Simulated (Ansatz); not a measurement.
Base system: HgS in the zinc blende structure (space group F-43m, No. 216; a = 5.8119 Å). Axes: x, y, z lie along the cube axes.

All numbers come from LDA in Ansatz (plane waves to 420 eV, PAW, scalar-relativistic without spin-orbit coupling).

Strains are applied to the cell and any free atomic positions relax.

One change was made to it. Results:

```json
[
 {"quantity": "band gap", "base": "zero", "after": "zero"},
 {"quantity": "energy relative to the base (free energy F)", "base": "0 meV/atom", "after": "+0.2 meV/atom"},
 {"quantity": "pressure (mean of the normal stresses, compression positive)", "base": "0.0 GPa", "after": "0.0 GPa"}
]
```

Q: What was done to the base?
A. tensor shear ε_xy = +2.00 %
B. tensor shear ε_xy = +1.43 %
C. tensor shear ε_xy = +0.57 %
D. tensor shear ε_xy = +1.71 %

A: C, tensor shear ε_xy = +0.57 %. For comparison, the energy relative to the base in the other runs: tensor shear ε_xy = +2.00 % gives +3.1 meV/atom; tensor shear ε_xy = +1.71 % gives +2.2 meV/atom; tensor shear ε_xy = +1.43 % gives +1.6 meV/atom.

With Hg present, leaving out spin-orbit coupling can change the band edges. Whether these cells are dynamically stable was not tested. The final runs are not spin-polarised. Gaps under 0.05 eV, about the width of the smearing, are given as zero. A zero or small gap of HgS can be the functional's error rather than a property of the material.

Ansatz is a first-principles code.
